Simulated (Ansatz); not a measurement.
# Input and output of a self-consistent single point for Au (Fm-3m, 1 atom in the cell) (Ansatz)

Level of theory: PBE (plane waves, PAW; Ansatz, a quantum-chemistry and plane-wave program).

This input was run:

Ansatz 0.2 input:
```yaml
crystal:
  lattice:
    - [0.000000, 2.040000, 2.040000]
    - [2.040000, 0.000000, 2.040000]
    - [2.040000, 2.040000, 0.000000]
  atoms:
    - { symbol: Au, position: [0.000000, 0.000000, 0.000000] }
kpoints:
  mp_grid: { grid: [18, 18, 18] }
hamiltonian:
  xc: pbe
  pseudopotentials: { kind: paw }
scf:
  occupations: { method: gaussian, width: 0.1 }
output:
  forces: true
  eigenvalues: true
  stress: true
```

The program printed (abridged):

```
WARN basis.ecutwfc = 420 eV, the default
Pseudopotentials: kind: paw
Pseudopotential: Au, paw, valence charge 19
Crystal: 1 atoms, lattice volume = 16.979 Å³
Basis set: ecut = 420 eV, 331 PW (Γ), exchange–correlation on 40×40×40 points (8 copies of the dense FFT grid, shifted against one another)
Bands: 14, of which v1, the nominal top of the filled ones, is band 10 counted from 1 (9 counted from 0)
Symmetry: 48 space group operations
Space group: Fm-3m (ITA 225), of the structure as read, at distance tolerance 2.6e-5 Å
k-points: 195 of 5832
Initial density: superposition of atomic densities (neutral atoms: chi_scale 0, normalization atom), corrected by the library's trained network
Initial wavefunctions: pseudopotential atomic-orbital guess
Eigensolver: davidson
Functional: x = pbe(κ = 0.804, μ = 0.2195149727645171), c = pbe(β = 0.06672455060314922)
SCF iter   1: F=—  HF=-13149.301532 eV  |F-HF|=—  |Δ(HF+E_count)|=         —  Δρ=1.56e-3  dr2=8.59e-5  ethr=1.77e-3  ⟨swp⟩=4.6  Hψ=13716  notcnv=0
all-band conjugate gradients solve this SCF's bands
preconditioner: auto → none
SCF iter   2: F=—  HF=-13149.301892 eV  |F-HF|=—  |Δ(HF+E_count)|=   3.60e-4  Δρ=8.74e-4  dr2=2.72e-5  ethr=4.52e-7  ⟨swp⟩=2.5  Hψ=6128  notcnv=0
SCF iter   3: F=—  HF=-13149.301987 eV  |F-HF|=—  |Δ(HF+E_count)|=   9.44e-5  Δρ=1.33e-4  dr2=3.05e-6  ethr=1.43e-7  ⟨swp⟩=2.0  Hψ=3695  notcnv=0
iter 4 did not close the SCF: its close was put off for the readings that it lacked (scf_convergence_deferred on its scf_iter line)
SCF iter   4: F=-13149.301986 eV  HF=-13149.301986 eV  |F-HF|=1.85e-7  |Δ(HF+E_count)|=   8.69e-7  Δρ=4.48e-5  dr2=6.59e-8  ethr=1.61e-8  ⟨swp⟩=2.0  Hψ=3721  notcnv=0
iter 5 did not close the SCF: its close was put off for the readings that it lacked (scf_convergence_deferred on its scf_iter line)
SCF iter   5: F=-13149.301986 eV  HF=-13149.301986 eV  |F-HF|=1.44e-9  |Δ(HF+E_count)|=   1.97e-7  Δρ=6.44e-6  dr2=5.59e-9  ethr=3.47e-10  ⟨swp⟩=2.1  Hψ=4226  notcnv=0
SCF iter   6: F=-13149.301986 eV  HF=-13149.301986 eV  |F-HF|=2.36e-10  |Δ(HF+E_count)|=  7.08e-10  Δρ=1.62e-6  dr2=4.55e-10  ethr=2.94e-11  ⟨swp⟩=3.2  Hψ=8608  notcnv=0
SCF 1 converged in 6 iterations: F = -13149.301986 eV  dr2 = 4.55e-10
SCF converged after 6 iterations
Free energy (F): -13149.301986 eV
Harris-Foulkes:  -13149.301986 eV  (|F-HF|=2.36e-10)
Internal energy: -13149.300603 eV  (E = F + TS)
E sigma→0 (E₀):  -13149.301294 eV
Entropy (-TS):   -0.001384 eV (-1.384 meV/atom)
Fermi energy:    20.734574 eV
--- Per-component energies (eV) ---
  E_band       = -204.973392
  E_kinetic    = 605.310983
  E_local      = -1698.794285  (includes V_loc(G=0)·N_el)
  E_nonlocal   = 74.248204
  E_hartree    = 725.692713
  E_xc         = -228.275038
  E_vxc        = -275.609652  (∫ρ·V_xc dr)
  E_paw        = -9706.729734  (= ΣΔE_a)
  E_vpaw       = -361.516645  (= ΣTr[D̂ρ^β])
  E_aug_tail   = 0.001483  (compensation charges beyond the density's cutoff)
  E_ewald      = -2920.754930
  E_smearing   = -0.001384  (= −TS)
  E_closure    = 0.000000  (closes the sum)
  Σ components = -13149.301986   (vs F -13149.301986, Δ=0.00e0)
--- Forces (eV/Å), atoms counted from 1 ---
  atom   1  Au    -0.00000000     0.00000000     0.00000000
  max |Σ_I F_I| component: 7.81e-32 eV/Å
--- Stress (GPa, compression-positive) ---
        9.473186       0.000000      -0.000000
       -0.000000       9.473186      -0.000000
       -0.000000       0.000000       9.473186
  P = ⅓ Tr σ = 9.4732 GPa (94.732 kbar)
  The stress holds the Pulay correction. Without it, at fixed plane waves, as pw.x and ABINIT print it: P = 9.4142 GPa
--- Band table (eV; the first three rows and the last of 195) ---
  k-point 0: bands = ["-84.7098", "-36.0608", "-36.0608", "-36.0608", "10.8397", "16.0363", "16.0363", "16.0363", "17.5668", "17.5668", "35.2131", "39.2320", "39.2320", "39.2320"]
  k-point 1: bands = ["-84.7095", "-36.0676", "-36.0618", "-36.0618", "10.9484", "16.0002", "16.0741", "16.0741", "17.5494", "17.5494", "35.3423", "38.5270", "39.3620", "39.3620"]
  k-point 2: bands = ["-84.7084", "-36.0871", "-36.0647", "-36.0647", "11.2656", "15.9088", "16.1728", "16.1728", "17.5139", "17.5139", "35.6400", "37.0627", "39.7304", "39.7304"]
  k-point 194: bands = ["-84.6937", "-36.2207", "-36.1989", "-36.1477", "14.6993", "15.2318", "15.9302", "17.4697", "19.1090", "25.5300", "26.3680", "27.7377", "30.2103", "42.6804"]
```

The run converged in 6 iterations.

The starting cell has typed, rounded lattice constants, without a prior relaxation at this level. Spin-orbit coupling is off. With a pressure of about 9 GPa the cell is away from its equilibrium volume at this level. Ansatz's pressure includes its estimate of the finite-basis (Pulay) stress.
